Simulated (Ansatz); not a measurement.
The starting structures come from a database of crystals and need not be the phases stable at ambient conditions.

By PBEsol, the system below comes out a metal.

A figure of merit of an interconnect metal is its ballistic conductance per area.

```
IrO2
1.0
    4.90337     0.00000     0.00000
    0.00000     6.93441     0.00000
    0.00000     3.46721     3.57122
Ir O
4 8
Direct
  0.00000   0.50000   0.00000
  0.50000   0.00000   0.50000
  0.00000   0.00000   0.00000
  0.50000   0.50000   0.50000
  0.65013   0.84987   0.00000
  0.34987   0.15013   0.00000
  0.15013   0.65013   0.50000
  0.84987   0.34987   0.50000
  0.34987   0.34987   0.30026
  0.65013   0.65013   0.69974
  0.84987   0.15013   0.19974
  0.15013   0.84987   0.80026
```

Space group of this cell: P2_1/c. The cell is strained (lengths along the current scaled by 1.03, ions clamped); by PBEsol its mean pressure is -15.9 GPa.

The current flows along the normal of the first two printed cell vectors. No spin-orbit coupling; the value is a mean over 0.1 eV about the Fermi level.

### Question
Compute, with PBEsol (Ansatz, an electronic-structure program), the ballistic conductance per area.

### Answer
0.77 × 10¹⁵ S/m² for both spins.
